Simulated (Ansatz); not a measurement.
Consider the following.

```yaml
crystal:
  lattice:
    - [0.00000, 3.09385, 3.09385]
    - [3.09385, 0.00000, 3.09385]
    - [3.09385, 3.09385, 0.00000]
  atoms:
    - { symbol: Cd, position: [0.00000, 0.00000, 0.00000] }
    - { symbol: Se, position: [0.25000, 0.25000, 0.25000] }
```

No spin polarisation.

The values are results of Ansatz (an electronic-structure program), LDA, PAW, cutoff 420 eV, no spin-orbit coupling, not measurements. Settings: 10×10×10 k-points, 0.05 eV Fermi–Dirac smearing.

### Question
What is the computed band gap?

### Answer
0.23 eV.

### Question
Estimate the gap character.

### Answer
Direct at Γ.

### Question
What pressure does the calculation give?

### Answer
-41.7 kbar.

### Question
What space group does the calculation give?

### Answer
F-43m (No. 216).

The cells carry an imposed strain or load. Whether these cells are dynamically stable was not tested. The cell was made from CdSe in the zinc blende structure (space group F-43m, No. 216) by this change: isotropic strain +3.00 %. The zero or small gap of CdSe under isotropic strain +3.00 % can change with the level of theory.
